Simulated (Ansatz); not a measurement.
Cubic perovskite KMgF₃, relaxed in Ansatz (plane waves) with several semilocal functionals. Each gives its own volume and its own elastic constant C11:

| level | V0 (Å³/atom) | elastic constant C11 (GPa) | ln V0 | ln C11 |
|---|---|---|---|---|
| LDA | 11.939 | 167.2 | 2.4798 | 5.1192 |
| PBEsol | 12.718 | 137.7 | 2.5430 | 4.9251 |
| PBE | 13.331 | 120.8 | 2.5901 | 4.7941 |

Problem. Fit a straight line to ln C11 against ln V0. What does it predict for r²SCAN, whose volume is 12.614 Å³/atom?

Solution. With x = ln V0 and y = ln C11: means 2.53763 and 4.94613; Σ(Δx Δy) = -0.01810, Σ(Δx²) = 0.006126, so the slope is -2.95. At x = 2.5348 the line gives y = 4.94613 + (-2.95) × (2.5348 − 2.53763) = 4.9545, or 141.8 GPa. The run with r²SCAN gives 149.1 GPa, +5.1 % from the line. The rows used scatter about it by up to 0.5 %, while the largest value lies 38 % above the smallest.

Measured: 138 ± 0.2 GPa (measured, temperature not stated, no zero-point or thermal correction, our sources range from 132 to 138; as tabulated in Vaitheeswaran et al. (2007), arXiv:cond-mat/0703621).

Ansatz's density-functional and Hartree–Fock values are scalar-relativistic unless marked +SOC, with PAW data made under PBE.

Ansatz is a program for electronic structure.
